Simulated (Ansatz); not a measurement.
The starting structures come from a database of crystals and need not be the phases stable at ambient conditions.

Tunnelling through a barrier is set by its complex band structure: the current falls as exp(−2κd) with the smallest κ.

```yaml
crystal:
  lattice:
    - [5.40645, 0.00000, 0.00000]
    - [2.70322, 8.24624, -0.14201]
    - [2.70322, -0.84191, 2.56877]
  atoms:
    - { symbol: Ca, position: [0.83681, 0.16319, 0.66319] }
    - { symbol: Ca, position: [0.66319, 0.83681, 0.33681] }
    - { symbol: H, position: [0.50000, 0.00000, 0.00000] }
    - { symbol: H, position: [0.00000, 0.00000, 0.00000] }
    - { symbol: Br, position: [0.33096, 0.66904, 0.16904] }
    - { symbol: Br, position: [0.16904, 0.33096, 0.83096] }
```

Space group of this cell: P4/nmm. The cell was relaxed by PBE-D3(BJ); by r2SCAN its mean pressure is 1.4 GPa.

Transport runs along the normal of the first two printed cell vectors, the (111) plane of the conventional cell.

The gap is the functional's own, uncorrected, and κ follows it; spin-orbit coupling is left out. Mid-gap values are interpolated between the computed energies.

Problem. Predict the band gap and the smallest decay constant κ at mid-gap from r2SCAN run with Ansatz (a first-principles code).

Solution. Gap 4.42 eV on a 12×12×12 mesh; κ = 0.385 1/Å, at (0.000, 0.500) of the in-plane reciprocal vectors. At the zone centre, at the nearest computed energy, the slowest state has κ = 0.48 1/Å.
